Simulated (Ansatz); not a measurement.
Start from Ag in the fcc (Cu type) structure (space group Fm-3m, No. 225; a = 4.104 Å; relaxed with 0.1 eV smearing). Axes: x, y, z lie along the cube axes.

Level of theory: r2SCAN (Ansatz, a quantum-chemistry and plane-wave program, PAW, without spin-orbit coupling).

A first run, uniaxial strain ε_xx = −1.43 %, gives secant values C11 ≈ 130 GPa and C12 ≈ 98 GPa from its stress. A second run applies biaxial strain +1.43 %, plane normal [001], relaxed out of plane.

Task: What does linear elasticity predict for −ε⊥/ε∥ in the second run, and what does the run give?

Result: Linear elasticity: 2 C12/C11 = 1.51. The run gives 1.51; any difference comes from nonlinear terms at these strains and numerical noise.

Whether these cells are dynamically stable was not tested.
